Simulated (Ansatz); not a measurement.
System: MgCu₂ (model structure, started from the C15 type, Fd-3m, No. 227, 6 atoms in the cell). Method: PBEsol (PAW; Ansatz, a quantum-chemistry and plane-wave program).

Run with plane-wave cutoff 520 eV, 14×14×14 k mesh, Fermi–Dirac smearing 0.05 eV, no spin polarisation, scalar-relativistic PAW data made under PBE.

Cell (relaxed at this level):

```xyz
6
Lattice="0.0000 3.4670 3.4670 3.4670 0.0000 3.4670 3.4670 3.4670 0.0000" Properties=species:S:1:pos:R:3 pbc="T T T"
Cu     0.8667     0.8667     0.8667
Cu     0.8667     2.6002     2.6002
Cu     2.6002     0.8667     2.6002
Cu     2.6002     2.6002     0.8667
Mg     5.2004     5.2004     5.2004
Mg     3.4670     3.4670     3.4670
```

Q: What does this level give for the bulk modulus?

A: 
bulk modulus: 105 GPa

The run finds no gap.

Note: the bulk modulus is −V dP/dV from two relaxed cells at ±2 % in volume.

The computed numbers hold no vibrational or temperature effects.

The result took around 2.8 core-minutes (rough).

A model structure was made by putting elements into a prototype or built by hand; here it ended with the formula and space group of a phase in our tables.
